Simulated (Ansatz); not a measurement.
The parent structure is Ba in the bcc (W type) structure (space group Im-3m, No. 229; a = 4.882 Å; relaxed with 0.1 eV smearing). Axes: x, y, z lie along the cube axes.

Structures relaxed with DFT with PBEsol, PAW potentials and a 420 eV plane-wave cutoff in Ansatz (a program for electronic structure), spin-orbit coupling left out.

Base:

Simulated powder pattern, Mo Kα, λ = 0.71073 Å (kinematic, ideal powder, no thermal factors, no anomalous dispersion; the 10 strongest lines at most, above 2 %, up to 2θ = 40°):

```
2θ (°)  I/Imax (%)    hkl
------  ----------  -----
11.82          100  (110)
16.74           21  (200)
20.54           48  (211)
23.76           16  (220)
26.62           23  (310)
29.21          5.7  (222)
31.61           27  (321)
35.98           13  (411)
38.00          7.4  (420)
39.93          6.3  (332)
```

After one change:

Simulated powder pattern, Mo Kα, λ = 0.71073 Å (kinematic, ideal powder, no thermal factors, no anomalous dispersion; the 10 strongest lines at most, above 2 %, up to 2θ = 40°):

```tsv
2θ (°)	I/Imax (%)
11.82	51
11.91	100
16.74	21
20.60	48
20.75	24
23.95	16
26.62	11
31.65	14
31.75	13
31.93	13
```

Task: What was done to the base?
A) uniaxial strain ε_zz = +3.00 %
B) uniaxial strain ε_zz = −1.50 %
C) uniaxial strain ε_zz = −3.00 %
D) uniaxial strain ε_zz = +0.50 %

Result: B, uniaxial strain ε_zz = −1.50 %. Its volume per atom is 57.30 Å³ against 58.17 Å³, and its space group is I4/mmm (No. 139).

Whether these cells are dynamically stable was not tested.
